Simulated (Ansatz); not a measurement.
The starting structures come from a database of crystals and need not be the phases stable at ambient conditions.

Inside the gap of an insulator the Bloch states are evanescent, with a wavenumber k + iκ along the transport direction.

Input:

```
Ca2RbTa3O10
1.0
    3.94142     0.00000     0.00000
    0.00000    15.31272     0.00000
    0.00000     0.00000     3.94142
Rb Ca Ta O
1 2 3 10
Direct
  0.50000   0.50000   0.50000
  0.50000   0.15020   0.50000
  0.50000   0.84980   0.50000
  0.00000   0.00000   0.00000
  0.00000   0.72005   0.00000
  0.00000   0.27995   0.00000
  0.00000   0.39740   0.00000
  0.00000   0.60260   0.00000
  0.00000   0.25264   0.50000
  0.00000   0.74736   0.50000
  0.50000   0.25264   0.00000
  0.50000   0.74736   0.00000
  0.50000   0.00000   0.00000
  0.00000   0.00000   0.50000
  0.00000   0.87124   0.00000
  0.00000   0.12876   0.00000
```

Space group of this cell: P4/mmm. The cell is taken as given; by r2SCAN its mean pressure is -5.0 GPa.

Transport runs along the normal of the first two printed cell vectors, the (100) plane of the conventional cell.

The gap is the functional's own. No spin-orbit coupling. Mid-gap values are interpolated on the energy grid.

### Question
Give the band gap and the smallest decay constant κ at mid-gap that r2SCAN in Ansatz (a first-principles code) yields.

### Answer
Gap 2.67 eV on a 8×2×8 mesh; κ = 0.271 1/Å, at the zone centre.
